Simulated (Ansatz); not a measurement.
Take V3Si in the A15 (Cr3Si type) structure (space group Pm-3n, No. 223; a = 4.6495 Å) as the base. Axes: x, y, z lie along the cube axes.

Method: PBEsol/PAW in Ansatz (a quantum-chemistry and plane-wave program), no spin-orbit coupling.

Strains are applied to the cell and any free atomic positions relax; under biaxial strain the out-of-plane vector relaxes too.

One change was made to it. Results:

The energy goes up by 5.5 meV/atom; the volume per atom drops by 0.187 Å³ (12.56 Å³ → 12.38 Å³); the band gap is still zero.

Task: Name the change that was made.
A) biaxial strain −1.79 %, plane normal [001], relaxed out of plane
B) uniaxial strain ε_zz = −1.10 %
C) strain tensor (xx, yy, zz, yz, xz, xy) = (+1.62, −0.72, +0.35, +0.04, +0.12, +0.09) %
D) tensor shear ε_yz = −0.51 %
E) strain tensor (xx, yy, zz, yz, xz, xy) = (−0.99, +0.11, +0.01, +0.96, +0.28, −0.12) %

Result: A, biaxial strain −1.79 %, plane normal [001], relaxed out of plane. For comparison, the energy relative to the base in the other runs: tensor shear ε_yz = −0.51 % gives +0.3 meV/atom; strain tensor (xx, yy, zz, yz, xz, xy) = (−0.99, +0.11, +0.01, +0.96, +0.28, −0.12) % gives +2.2 meV/atom; strain tensor (xx, yy, zz, yz, xz, xy) = (+1.62, −0.72, +0.35, +0.04, +0.12, +0.09) % gives +1.9 meV/atom; uniaxial strain ε_zz = −1.10 % gives +1.2 meV/atom.

Without a gap, meshes like the base's 10×10×10 leave anisotropic stresses uncertain by several tenths of a GPa, and small strain energies with them. Whether these cells are dynamically stable was not tested. Starting moments died away, wholly or in part, for the base; another magnetic solution may exist. All final runs are without spin polarisation.
